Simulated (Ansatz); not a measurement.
Structures of equal composition on the (111) surface of fcc Cu: a layer of Mg in place of the second plane; a layer of Mg in place of the third plane. The slabs share one bottom face, and each structure is named by its start. These are constructed structures in small cells; real faces may alloy, dewet or reconstruct in larger ones, and not all known structures of the face are among them. Slabs of about 10 Å, Fermi-Dirac smearing of 0.1 eV. Bottom of the slabs: a bare face, its two planes held. Relaxed from the named starts with such symmetry as they have, on meshes of like density; energies extrapolated to zero smearing; spin only where a row says so; no spin-orbit coupling, no U. Brackets mark spin-polarised runs, whose order is one that fits the cell.

All values below come from PBE (plane waves to 420 eV, PAW; Ansatz, a quantum-chemistry and plane-wave program).

Task: Put the candidates in order of energy per 1x1 cell, lowest first, for PBE.

Result: a layer of Mg in place of the second plane (0.000 eV), a layer of Mg in place of the third plane (0.040 eV)
